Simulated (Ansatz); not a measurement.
A computed series for Si: pressure series

The reference is Si in the diamond structure (space group Fd-3m, No. 227).

```yaml
crystal:
  lattice:
    - [0.00000, 2.73494, 2.73494]
    - [2.73494, 0.00000, 2.73494]
    - [2.73494, 2.73494, 0.00000]
  atoms:
    - { symbol: Si, position: [0.50000, 0.50000, 0.50000] }
    - { symbol: Si, position: [0.75000, 0.75000, 0.75000] }
```

Cell and atoms are relaxed at each pressure.

Method: PBE/PAW in Ansatz (a program for electronic structure), spin-orbit coupling left out, earlier PAW set.

For the base:

```
Quantity   Result
--------  -------
Band gap  0.61 eV
```

Question: The aim is a band gap between 0.42 eV and 0.49 eV. Which of these changes reaches it?
(A) pressure 60 GPa
(B) pressure 4.2 GPa
(C) pressure 30 GPa
(D) pressure 9 GPa

Answer: D, pressure 9 GPa. It gives 0.45 eV; pressure 30 GPa gives 0.15 eV; pressure 4.2 GPa gives 0.53 eV; pressure 60 GPa gives zero. Changes not listed may reach it too

A case with no gap was solved on a k-mesh chosen for an insulator, which is coarse for it. Load acts through the strain it causes; cell and atoms are relaxed under it. Stability against distortions was not tested. Measured, Si leaves this structure (for the β-tin structure) near 12 GPa (room temperature; as listed in arXiv:1906.07825). A zero or small gap of Si under pressure 30 GPa and Si under pressure 60 GPa can be the functional's error rather than a property of the material.
